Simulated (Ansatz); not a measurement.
**KBr under a change: isotropic strain +3.00 %**

Start from KBr in the rock salt structure (space group Fm-3m, No. 225; a = 6.705 Å).

The change: an isotropic linear strain of +3.00 %, atoms relaxed at fixed cell.

Method: plane-wave PAW DFT at the PBE level (Ansatz, an electronic-structure program, 420 eV), without spin-orbit coupling. Γ-centred 9×9×9 mesh, Fermi–Dirac width 0.05 eV.

```tsv
quantity	base	changed	shift
volume per atom	37.69 Å³	41.18 Å³	+3.49 Å³
space group	Fm-3m (No. 225)	Fm-3m (No. 225)	–
shortest interatomic distance	335.3 pm	345.3 pm	+10.06 pm
energy relative to the base (free energy F)	0 meV/atom	+11 meV/atom	+11 meV/atom
pressure	0.0 kbar	-9.7 kbar	-9.7 kbar
band gap	4.31 eV	4.10 eV	-0.21 eV
gap character	direct at Γ	direct at Γ	–
mean gap deformation potential ΔEg/Δln V	–	-2.4 eV	–
width of the top valence band	0.49 eV	0.41 eV	-0.08 eV
electron mass	0.39 mₑ (at Γ)	0.41 mₑ (at Γ)	–
```

Effective masses come from finite differences of ±0.01 Å⁻¹. No phonon test of stability was made.
